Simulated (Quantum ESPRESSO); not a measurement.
Refining one setting for NiTe8Mo6 (P1, 15 atoms in the cell)

```
CELL_PARAMETERS angstrom
      7.23578     0.00000     0.00000
     -0.00605     7.26427     0.00000
     -0.69649    -0.15680     7.28439
ATOMIC_POSITIONS crystal
  Ni 0.82793 0.93167 0.50722
  Te 0.79247 0.77351 0.80591
  Te 0.20503 0.22873 0.21085
  Te 0.90259 0.25590 0.63766
  Te 0.10603 0.75084 0.37447
  Te 0.26937 0.62647 0.86673
  Te 0.73140 0.37348 0.12920
  Te 0.58788 0.88701 0.24363
  Te 0.38874 0.11949 0.73933
  Mo 0.59046 0.44362 0.74744
  Mo 0.41398 0.54669 0.24633
  Mo 0.75651 0.57096 0.45767
  Mo 0.24812 0.42352 0.54181
  Mo 0.45988 0.76029 0.57697
  Mo 0.54779 0.24330 0.42320
```

Method of the run: PBEsol, GBRV 1.5 ultrasoft (PBESOL) pseudopotentials (plane waves; Quantum ESPRESSO).

The starting cell comes from a database of computed structures (which also holds hypothetical and non-ambient phases and stackings), without a prior relaxation at this level. Its lattice was rescaled by a random factor within 2.5 % of one. Spin polarisation is off, so a magnetic state, if there is one, cannot be reached. In the base run, with a pressure of about -7 GPa the cell is away from its equilibrium volume at this level.

Held fixed: occupations = smearing; smearing = marzari-vanderbilt; degauss = 0.0036749 Ry; potentials = {Ni: ni_pbesol_v1.4.uspp.F.UPF, Te: te_pbesol_v1.uspp.F.UPF, Mo: mo_pbesol_v1.uspp.F.UPF}; K_POINTS = automatic 3 3 3 0 0 0; conv_thr = 1e-11 Ry; mixing_beta = 0.3. Moved along with it: ecutrho.

ΔF is the free energy per atom less that of the last row (50 Ry).

The series runs over ecutwfc = 20 Ry; 25 Ry; 30 Ry; 35 Ry; 50 Ry.

Task: From which setting on does the largest force stay within 0.01 eV/Å of the last one?

Result: From ecutwfc = 35 Ry on; the one before it is off by 0.011 eV/Å. Only the last setting checks this, so the series should go further.

Task: From which setting on does the pressure stay within 1 GPa of the last one?

Result: Only the last setting itself: the one before it still differs by 1.3 GPa, so the series does not show convergence to this tolerance.

| ecutwfc | ΔF (meV/atom) | pressure (GPa) | largest force (eV/Å) | plane waves | iterations |
|---|---|---|---|---|---|
| 20 Ry | 3403.8 | -89.57 | 0.750 | 3916 | 30 |
| 25 Ry | 791.1 | -31.48 | 0.738 | 5481 | 30 |
| 30 Ry | 161.3 | -13.39 | 0.747 | 7187 | 28 |
| 35 Ry | 29.0 | -8.06 | 0.756 | 9053 | 29 |
| 50 Ry | 0.00 | -6.74 | 0.759 | 15464 | 29 |
